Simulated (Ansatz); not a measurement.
## How the elastic constant C11 of B20 (FeSi-type) MnSi moves with the method

No measured value is used here.

```tsv
level (code)	value (GPa)	cell (Å³/atom)
LDA (Ansatz)	…	10.85
PBE (Ansatz)	402	11.52
PBEsol (Ansatz)	404	11.17
```

**Question.** Fill in the missing entries.

**Answer.** 
- LDA (Ansatz, a quantum-chemistry and plane-wave program), value (GPa): 420

Spin-polarised runs: LDA (parallel moments), PBE (parallel moments), PBEsol (parallel moments). Each level is taken at its own relaxed cell. Ansatz's density-functional and Hartree–Fock values are scalar-relativistic unless marked +SOC, with PAW data made under PBE.
